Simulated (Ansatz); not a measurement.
Worked example: self-consistent single point of a defect of Li (1 atoms in the cell) in Ansatz (an electronic-structure program).

Method of the run: PBEsol, default PAW files made with PBE (plane waves; Ansatz).

The change in words: 2 x 1 x 1 supercell, one Li atom taken out, nothing relaxed; kpoints.mp_grid.grid: 13 13 13 → 7 13 13. Reference geometry:
```xyz
1
Lattice="-1.7502 1.7502 1.7502 1.7502 -1.7502 1.7502 1.7502 1.7502 -1.7502" Properties=species:S:1:pos:R:3 pbc="T T T"
Li     0.0000     0.0000     0.0000
```

Reference input (self-consistent single point, DFT, PBEsol, plane waves, default PAW files made with PBE): basis.ecutwfc = 420 eV; kpoints.mp_grid.grid = 13 13 13; hamiltonian.xc = pbesol; hamiltonian.pseudopotentials = {kind: paw} (the program's default PAW files); scf.occupations.method = gaussian; scf.occupations.width = 0.1 eV. This run's input differs from it in these lines:

Ansatz 0.2 input:
```diff
@@ -2,3 +2,3 @@
   lattice:
-    - [-1.750235, 1.750235, 1.750235]
+    - [-3.500470, 3.500470, 3.500470]
     - [1.750235, -1.750235, 1.750235]
@@ -6,3 +6,3 @@
   atoms:
-    - { symbol: Li, position: [0.000000, 0.000000, 0.000000] }
+    - { symbol: Li, position: [0.500000, 0.000000, 0.000000] }
 basis:
@@ -11,3 +11,3 @@
   mp_grid:
-    grid: [13, 13, 13]
+    grid: [7, 13, 13]
 hamiltonian:
```

The program printed (abridged):

```
SCF iter   1: F=—  HF=-202.500517 eV  |F-HF|=—  |Δ(HF+E_count)|=         —  Δρ=1.77e-3  dr2=3.41e-3  ethr=1.77e-3  ⟨swp⟩=4.1  Hψ=14880  notcnv=0
all-band conjugate gradients solve this SCF's bands
preconditioner: auto → none
SCF iter   2: F=—  HF=-202.500180 eV  |F-HF|=—  |Δ(HF+E_count)|=   3.37e-4  Δρ=1.10e-3  dr2=2.05e-3  ethr=1.14e-4  ⟨swp⟩=1.0  Hψ=4508  notcnv=0
SCF iter   3: F=—  HF=-202.500142 eV  |F-HF|=—  |Δ(HF+E_count)|=   3.81e-5  Δρ=1.23e-4  dr2=1.34e-5  ethr=6.84e-5  ⟨swp⟩=1.5  Hψ=1982  notcnv=0  defer=2
SCF iter   4: F=—  HF=-202.500154 eV  |F-HF|=—  |Δ(HF+E_count)|=   1.21e-5  Δρ=2.40e-5  dr2=3.86e-7  ethr=4.46e-7  ⟨swp⟩=1.6  Hψ=2004  notcnv=0  defer=2
iter 5 did not close the SCF: its close was put off for the readings that it lacked (scf_convergence_deferred on its scf_iter line)
SCF iter   5: F=-202.500155 eV  HF=-202.500155 eV  |F-HF|=3.19e-10  |Δ(HF+E_count)|=   7.06e-7  Δρ=8.66e-7  dr2=1.04e-10  ethr=1.29e-8  ⟨swp⟩=1.5  Hψ=1988  notcnv=0  defer=2
SCF iter   6: F=-202.500155 eV  HF=-202.500155 eV  |F-HF|=1.85e-12  |Δ(HF+E_count)|=  7.96e-11  Δρ=4.88e-8  dr2=7.74e-13  ethr=3.46e-12  ⟨swp⟩=2.1  Hψ=6561  notcnv=0
SCF 1 converged in 6 iterations: F = -202.500155 eV  dr2 = 7.74e-13
Free energy (F): -202.500155 eV
Internal energy: -202.497153 eV  (E = F + TS)
E sigma→0 (E₀):  -202.498654 eV
Entropy (-TS):   -0.003001 eV (-3.001 meV/atom)
Fermi energy:    -0.942738 eV
--- Forces (eV/Å), atoms counted from 1 ---
  atom   1  Li     0.00000000    -0.00000000    -0.00000000
--- Stress (GPa, compression-positive) ---
       -0.868796       0.001215       0.001215
        0.001215      -0.651026      -0.901653
        0.001215      -0.901653      -0.651026
  P = ⅓ Tr σ = -0.7236 GPa (-7.236 kbar)
  The stress holds the Pulay correction. Without it, at fixed plane waves, as pw.x and ABINIT print it: P = -0.7248 GPa
```

The run converged in 6 iterations. Against the reference run the free energy rises by 497 meV/atom.

The starting cell has typed, rounded lattice constants, without a prior relaxation at this level. Its lattice was rescaled by up to half a per cent.

The mesh has a lower symmetry than the crystal, so small forces and shears that the space group forbids can appear.
